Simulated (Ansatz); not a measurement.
Ladder of methods for the bulk modulus B0 of CsCl-type AuZn (cubic form, which distorts at low temperature)

Reference value: 131 GPa (measured, temperature not stated, no zero-point or thermal correction; as tabulated in Nepal et al. (2020), arXiv:2007.11150).

Problem. Put these levels in order of the bulk modulus B0 that they give for CsCl-type AuZn (cubic form, which distorts at low temperature), smallest first: Hartree–Fock (Ansatz, an electronic-structure program), LDA (Ansatz), PBE (Ansatz), r²SCAN (Ansatz), r²SCAN-D4 (Ansatz).

Solution. Hartree–Fock (80.6 GPa), PBE (117 GPa), r²SCAN (135 GPa), r²SCAN-D4 (142 GPa), LDA (159 GPa)

Unless a cell is named, each level is at its own relaxed cell (LDA 14.83, PBE 16.18, r²SCAN 15.61, r²SCAN-D4 15.42, Hartree–Fock 17.95 Å³/atom).

Differences against the reference: LDA +21 %, PBE -10.7 %, r²SCAN +3.1 %, r²SCAN-D4 +8.4 %, Hartree–Fock -38 %.

The measured value isn't corrected to a static lattice, so vibrations enter the comparison. A static lattice is as a rule stiffer than a warm one, by over a tenth in soft solids.  Density-functional levels without +SOC have no spin–orbit coupling. Hartree–Fock: the cell is over a tenth larger than the published one: the level's own overestimate first of all, though another phase or state, or a fault of the published cell, is possible. Hartree–Fock, LDA, r²SCAN-D4, r²SCAN, PBE: symmetry holds this phase in the static calculation, where it need not be a minimum. Each level is taken at its own relaxed cell. Cutoffs and k meshes differ between the levels. Ansatz's density-functional and Hartree–Fock values are scalar-relativistic unless marked +SOC, with PAW data made under PBE.

Differences are worked out from the printed values.
